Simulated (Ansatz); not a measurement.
An Ansatz (a first-principles code) run: TiB2 with a change (x(Hf) = 0.75, 12 atoms, Pmmm); PBE, PAW, 420 eV (Ansatz; no SOC), earlier PAW set.

Input:

Ansatz 0.2 input:
```yaml
crystal:
  lattice:
    - [3.1204632523, 0, 0]
    - [0, 5.4013814638, 0]
    - [0, 0, 6.8603542157]
  atoms:
    - { symbol: Hf, position: [0, 0, 0] }
    - { symbol: Ti, position: [0, 0, 0.5] }
    - { symbol: Hf, position: [0.5, 0.5, 0] }
    - { symbol: Hf, position: [0.5, 0.5, 0.5] }
    - { symbol: B, position: [0, 0.3306273275, 0.2546791918] }
    - { symbol: B, position: [0, 0.3306273275, 0.7453208082] }
    - { symbol: B, position: [0.5, 0.8356961987, 0.2564415743] }
    - { symbol: B, position: [0.5, 0.8356961987, 0.7435584257] }
    - { symbol: B, position: [0.5, 0.1643038013, 0.2564415743] }
    - { symbol: B, position: [0.5, 0.1643038013, 0.7435584257] }
    - { symbol: B, position: [0, 0.6693726725, 0.2546791918] }
    - { symbol: B, position: [0, 0.6693726725, 0.7453208082] }
basis: { ecutwfc: 420, ecutrho_ratio: 4, xc_grid: 2, fft_grid_basis: typed }
kpoints: { mp_grid: { grid: [15, 9, 7] } }
hamiltonian:
  xc: pbe
  dispersion: none
  pseudopotentials: { azcp: { folder: ./paw }, kind: paw }
scf: { occupations: { method: fermi_dirac, width: 0.05 }, convergence: { dr2_threshold: 0.0000000012 } }
output: { forces: true, stress: true }
checkpoint: { write: state.ck, write_every: 1000 }
```

Output (explanatory and most iteration lines left out):

```
Pseudopotential: Hf, paw, valence charge 26
Pseudopotential: Ti, paw, valence charge 12
Pseudopotential: B, paw, valence charge 3
Crystal: 12 atoms, lattice volume = 115.630 Å³
Basis set: ecut = 420 eV, 2255 PW (Γ), exchange–correlation on 48×80×96 points (8 copies of the dense FFT grid, shifted against one another)
Bands: 69, of which v1, the nominal top of the filled ones, is band 57 counted from 1 (56 counted from 0)
Symmetry: 8 space group operations
Space group: Pmmm (ITA 47), of the structure as read, at distance tolerance 4.9e-5 Å
k-points: 160 of 945
Functional: x = pbe(κ = 0.804, μ = 0.2195149727645171), c = pbe(β = 0.06672455060314922)
SCF iter   1: F=—  HF=-50929.550910 eV  |F-HF|=—  |Δ(HF+E_count)|=         —  Δρ=8.79e-2  dr2=1.67e1  ethr=3.10e-3  ⟨swp⟩=5.6  Hψ=35125  notcnv=0  defer=33
SCF iter   2: F=—  HF=-50926.337970 eV  |F-HF|=—  |Δ(HF+E_count)|=    3.21e0  Δρ=3.42e-2  dr2=2.17e0  ethr=3.10e-3  ⟨swp⟩=4.1  Hψ=24727  notcnv=0  defer=565
SCF 1 converged in 13 iterations: F = -50925.696227 eV  dr2 = 1.78e-10
SCF converged after 13 iterations
Free energy (F): -50925.696227 eV
Internal energy: -50925.687431 eV  (E = F + TS)
E sigma→0 (E₀):  -50925.691829 eV
Entropy (-TS):   -0.008796 eV (-0.733 meV/atom)
Fermi energy:    18.148740 eV
--- Forces (eV/Å), atoms counted from 1 ---
  atom   1  Hf     0.00000000     0.00000000     0.00000000
  atom   2  Ti     0.00000000     0.00000000     0.00000000
  atom   3  Hf    -0.00000000     0.00000000     0.00000000
  atom   4  Hf    -0.00000000     0.00000000     0.00000000
  atom   5  B      0.00000000     0.00094439    -0.00017480
  atom   6  B      0.00000000     0.00094439     0.00017480
  atom   7  B      0.00000000    -0.00056674    -0.00020059
  atom   8  B      0.00000000    -0.00056674     0.00020059
  atom   9  B      0.00000000     0.00056674    -0.00020059
  atom  10  B      0.00000000     0.00056674     0.00020059
  atom  11  B      0.00000000    -0.00094439    -0.00017480
  atom  12  B      0.00000000    -0.00094439     0.00017480
--- Stress (GPa, compression-positive) ---
       -0.001092       0.000000      -0.000000
        0.000000      -0.003774       0.000000
       -0.000000       0.000000      -0.000654
  P = ⅓ Tr σ = -0.0018 GPa (-0.018 kbar)
```

These are small ordered cells, not random alloys; other orderings at the same x differ. No phonon test of stability was made. All final runs are without spin polarisation. The cell was made from TiB2 by this change: x(Hf) = 0.75, 12 atoms, Pmmm.
